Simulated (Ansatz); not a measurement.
A thermal frame of GaP(110) slab, cut from zinc-blende GaP, cell Ga24P24, with vacuum along z, from MD with PBE at 300 K. DFT level: PBE (plane waves, PAW; Ansatz, a quantum-chemistry and plane-wave program).

| Quantity | Value |
|---|---|
| plane-wave cutoff | 420 eV |
| k-points | 2x2x1 mesh shifted by half a step in the plane |
| Fermi-Dirac width | 0.050 eV |
| spin | not polarised; no spin-orbit coupling |

A check of the k-sampling: on the last frame of the same run a denser mesh moved the PBE forces by 0.013 eV/Å rms and the free energy by 14 meV/atom.

```yaml
crystal:
  lattice:
    - [7.80014, 0.00000, 0.00000]
    - [0.00000, 11.03106, 0.00000]
    - [0.00000, 0.00000, 21.75017]
  atoms:
    - { symbol: P, position: [0.99598, 0.13862, 0.36260] }
    - { symbol: P, position: [0.26444, 0.37373, 0.27537] }
    - { symbol: P, position: [0.77939, 0.36429, 0.26022] }
    - { symbol: P, position: [0.48688, 0.14577, 0.37201] }
    - { symbol: P, position: [0.48491, 0.13113, 0.55159] }
    - { symbol: P, position: [0.74475, 0.38849, 0.45654] }
    - { symbol: P, position: [0.23694, 0.37900, 0.46140] }
    - { symbol: P, position: [0.98800, 0.12588, 0.54505] }
    - { symbol: P, position: [0.99693, 0.10882, 0.73842] }
    - { symbol: P, position: [0.23791, 0.36997, 0.63695] }
    - { symbol: P, position: [0.73556, 0.38064, 0.63513] }
    - { symbol: P, position: [0.50811, 0.10699, 0.74110] }
    - { symbol: Ga, position: [0.00847, 0.48600, 0.29743] }
    - { symbol: Ga, position: [0.75331, 0.26454, 0.35652] }
    - { symbol: Ga, position: [0.24210, 0.25813, 0.36833] }
    - { symbol: Ga, position: [0.53874, 0.46642, 0.30174] }
    - { symbol: Ga, position: [0.48347, 0.50887, 0.45545] }
    - { symbol: Ga, position: [0.22376, 0.24917, 0.54751] }
    - { symbol: Ga, position: [0.73699, 0.25195, 0.54522] }
    - { symbol: Ga, position: [0.99437, 0.51376, 0.45738] }
    - { symbol: Ga, position: [0.00814, 0.49683, 0.64463] }
    - { symbol: Ga, position: [0.75378, 0.22816, 0.71046] }
    - { symbol: Ga, position: [0.24337, 0.20492, 0.71050] }
    - { symbol: Ga, position: [0.48348, 0.49933, 0.63409] }
    - { symbol: P, position: [0.99218, 0.64147, 0.36650] }
    - { symbol: P, position: [0.25601, 0.88000, 0.26568] }
    - { symbol: P, position: [0.71668, 0.87519, 0.26774] }
    - { symbol: P, position: [0.50429, 0.62835, 0.36287] }
    - { symbol: P, position: [0.48042, 0.63330, 0.54703] }
    - { symbol: P, position: [0.76302, 0.87338, 0.45905] }
    - { symbol: P, position: [0.24950, 0.88597, 0.45358] }
    - { symbol: P, position: [0.00874, 0.62373, 0.55405] }
    - { symbol: P, position: [0.00971, 0.60645, 0.73787] }
    - { symbol: P, position: [0.26189, 0.87224, 0.63505] }
    - { symbol: P, position: [0.74436, 0.87923, 0.63445] }
    - { symbol: P, position: [0.50875, 0.61091, 0.73249] }
    - { symbol: Ga, position: [0.98810, 0.96727, 0.29071] }
    - { symbol: Ga, position: [0.74366, 0.76062, 0.36355] }
    - { symbol: Ga, position: [0.25709, 0.75935, 0.36268] }
    - { symbol: Ga, position: [0.48828, 0.97179, 0.31078] }
    - { symbol: Ga, position: [0.51523, 0.00762, 0.46254] }
    - { symbol: Ga, position: [0.24248, 0.75966, 0.54095] }
    - { symbol: Ga, position: [0.74022, 0.74218, 0.54898] }
    - { symbol: Ga, position: [0.00426, 0.00810, 0.45263] }
    - { symbol: Ga, position: [0.99178, 0.99408, 0.63605] }
    - { symbol: Ga, position: [0.76882, 0.71457, 0.70041] }
    - { symbol: Ga, position: [0.25246, 0.72092, 0.70836] }
    - { symbol: Ga, position: [0.48985, 0.00481, 0.64687] }
```

Forces from the machine-learned potential CHGNet 0.3.0 on some atoms (eV/Å):

```tsv
atom	Fx Fy Fz
P7	0.040 0.239 -0.319
Ga19	-0.025 0.226 -0.076
Ga21	-0.585 0.092 -0.196
Ga23	0.515 0.404 -0.077
Ga44	-0.236 0.149 0.009
Ga46	-0.395 -0.143 0.406
```

### Question
Give the DFT forces on the same atoms (eV/Å).

### Answer

| atom | Fx Fy Fz |
|---|---|
| P7 | -0.017 0.245 -0.716 |
| Ga19 | 0.064 0.322 -0.181 |
| Ga21 | -0.925 0.174 -0.172 |
| Ga23 | 0.754 0.317 -0.072 |
| Ga44 | -0.467 0.289 0.029 |
| Ga46 | -0.531 -0.473 0.681 |
